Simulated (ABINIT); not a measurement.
ABINIT run on Al2Pd (Fm-3m, 3 atoms in the cell): self-consistent single point

Method of the run: PBEsol, PAW (JTH v2.0 PBE PAW, files made for PBE) (plane waves; ABINIT).

Input:

```
# Al2Pd, JTH v2.0 PBE PAW
pp_dirpath "./"
pseudos "Al.GGA_PBE-JTH.xml, Pd.GGA_PBE-JTH.xml"
acell 7.8825624266 7.8825624266 7.8825624266
rprim
         0.0000000000    0.7071067812    0.7071067812
         0.7071067812   -0.0000000000    0.7071067812
         0.7071067812    0.7071067812   -0.0000000000
natom 3
ntypat 2
znucl 13 46
typat 1 1 2
xcart
         1.4747675000    1.4747675000    1.4747675000
         4.4243025000    4.4243025000    4.4243025000
         0.0000000000    0.0000000000    0.0000000000
      Angstrom
ecut 24
pawecutdg 48
pawxcdev 0
ixc -116133
occopt 7
tsmear 0.136 eV
nband 17
kptopt 1
ngkpt 7 7 7
nshiftk 1
shiftk 0 0 0
nstep 60
tolvrs 1.0e-11
prtwf 0
prtden 0
enunit 1
```

The program printed (abridged):

```
 Symmetries : space group Fm -3 m (#225); Bravais cF (face-center cubic)

 -outvars: echo values of preprocessed input variables --------
            acell      7.8825624266E+00  7.8825624266E+00  7.8825624266E+00 Bohr
             ecut      2.40000000E+01 Hartree
           enunit           1
              ixc     -116133
         kptrlatt        7    0    0      0    7    0      0    0    7
          kptrlen      5.51779370E+01
            natom           3
            nband          17
            ngfft          36      36      36
          ngfftdg          50      50      50
             nkpt          20
            nstep          60
             nsym          48
           ntypat           2
           occopt           7
        pawecutdg      4.80000000E+01 Hartree
         pawxcdev           0
            rprim      0.0000000000E+00  7.0710678120E-01  7.0710678120E-01
                       7.0710678120E-01 -0.0000000000E+00  7.0710678120E-01
                       7.0710678120E-01  7.0710678120E-01 -0.0000000000E+00
          spgroup         225
           tolvrs      1.00000000E-11
           tsmear      4.99790825E-03 Hartree
            typat      1  1  2
           useylm           1
             xred      2.5000000000E-01  2.5000000000E-01  2.5000000000E-01
                       7.5000000000E-01  7.5000000000E-01  7.5000000000E-01
                       0.0000000000E+00  0.0000000000E+00  0.0000000000E+00
            znucl       13.00000   46.00000

== DATASET  1 ==================================================================

 Real(R)+Recip(G) space primitive vectors, cartesian coordinates (Bohr,Bohr^-1):
 R(1)=  0.0000000  5.5738133  5.5738133  G(1)= -0.0897052  0.0897052  0.0897052
 R(2)=  5.5738133  0.0000000  5.5738133  G(2)=  0.0897052 -0.0897052  0.0897052
 R(3)=  5.5738133  5.5738133  0.0000000  G(3)=  0.0897052  0.0897052 -0.0897052
 Unit cell volume ucvol=  3.4632772E+02 bohr^3
 Angles (23,13,12)=  6.00000000E+01  6.00000000E+01  6.00000000E+01 degrees

 Coarse grid specifications (used for wave-functions):

 getcut: wavevector=  0.0000  0.0000  0.0000  ngfft=  36  36  36
         ecut(hartree)=     24.000   => boxcut(ratio)=   2.07092

 Fine grid specifications (used for densities):

 getcut: wavevector=  0.0000  0.0000  0.0000  ngfft=  50  50  50
         ecut(hartree)=     48.000   => boxcut(ratio)=   2.03465

   9.17568481E+02                                ecore*ucvol(ha*bohr**3)

_setup2: Arith. and geom. avg. npw (full set) are    1944.778    1944.752

--- !BeginCycle
solver: {iscf: 17, nstep: 60, nline: 4, wfoptalg: 10, }
tolerances: {tolvrs: 1.00E-11, }
...

     iter   Etot(hartree)      deltaE(h)  residm     nres2
 ETOT  1  -127.04639683855    -1.270E+02 5.750E+01 1.026E+02
 ETOT  2  -133.35257694433    -6.306E+00 6.593E-02 8.708E+01
 ETOT  3  -133.07327169498     2.793E-01 7.906E-02 1.230E+01
 ETOT  4  -133.08941841536    -1.615E-02 3.147E-02 7.147E+00
 ETOT  5  -133.07434609388     1.507E-02 3.304E-03 2.017E+00
 ETOT  6  -133.06971782301     4.628E-03 1.405E-03 2.961E-01
   [... 21 lines left out ...]
 ETOT 28  -133.06998318721    -2.427E-10 2.137E-05 4.591E-08
 ETOT 29  -133.06998318717     3.467E-11 2.212E-05 8.969E-10
 ETOT 30  -133.06998318717    -3.638E-12 1.355E-05 4.445E-11
 ETOT 31  -133.06998318718    -1.222E-12 1.422E-05 9.575E-11
 ETOT 32  -133.06998318718     2.842E-14 8.519E-06 4.745E-12

 At SCF step   32       nres2   =  4.75E-12 < tolvrs=  1.00E-11 =>converged.

 Cartesian components of stress tensor (hartree/bohr^3)
  sigma(1 1)=  1.05118097E-05  sigma(3 2)=  0.00000000E+00
  sigma(2 2)=  1.05118097E-05  sigma(3 1)=  0.00000000E+00
  sigma(3 3)=  1.05118097E-05  sigma(2 1)=  0.00000000E+00

 ----iterations are completed or convergence reached----

 reduced coordinates (array xred) for    3 atoms
       0.250000000000      0.250000000000      0.250000000000
       0.750000000000      0.750000000000      0.750000000000
       0.000000000000      0.000000000000      0.000000000000
 cartesian forces (eV/Angstrom) at end:
    1     -0.00000000000000    -0.00000000000000    -0.00000000000000
    2     -0.00000000000000    -0.00000000000000    -0.00000000000000
    3     -0.00000000000000    -0.00000000000000    -0.00000000000000
 frms,max,avg= 0.0000000E+00 0.0000000E+00   0.000E+00  0.000E+00  0.000E+00 e/A
 length scales=  7.882562426600  7.882562426600  7.882562426600 bohr
              =  4.171272381445  4.171272381445  4.171272381445 angstroms
 Fermi (or HOMO) energy (eV) =   8.61025   Average Vxc (eV)= -10.32023
 Eigenvalues (   eV  ) for nkpt=  20  k points:
 kpt#   1, nband= 17, wtk=  0.00292, kpt=  0.0000  0.0000  0.0000 (reduced coord)
 -76.62224  -42.37638  -42.37638  -42.37638   -0.93004    3.82366    3.82366    3.82366
   4.94380    4.94380   11.85466   12.71034   12.71034   12.71034   13.20419   13.20419
  13.20419
 prteigrs : prtvol=0 or 1, do not print more k-points.

--- !EnergyTerms
comment             : Components of total free energy in Hartree
kinetic             :  1.43462140757096E+01
hartree             :  3.35916191408629E+01
xc                  : -6.38734332619170E+00
Ewald energy        : -7.89789719256634E+01
psp_core            :  2.64942254883607E+00
local_psp           : -9.01303496833644E+01
spherical_terms     : -8.15968633218457E+00
internal            : -1.33069095501995E+02
'-kT*entropy'       : -8.89251365083765E-04
total_energy        : -1.33069984753361E+02
total_energy_eV     : -3.62101843536804E+03
...

-Cartesian components of stress tensor (GPa)         [Pressure= -3.0927E-01 GPa]
- sigma(1 1)=  3.09268067E-01  sigma(3 2)=  0.00000000E+00
- sigma(2 2)=  3.09268067E-01  sigma(3 1)=  0.00000000E+00
- sigma(3 3)=  3.09268067E-01  sigma(2 1)=  0.00000000E+00

 Calculation completed.
```

The run converged in 32 iterations.

The starting cell comes from a database of computed structures (which also holds hypothetical and non-ambient phases and stackings), without a prior relaxation at this level. Spin polarisation is off. The potentials were made for another functional than the one used.

Cost on one core of a shared machine: roughly 2 min.
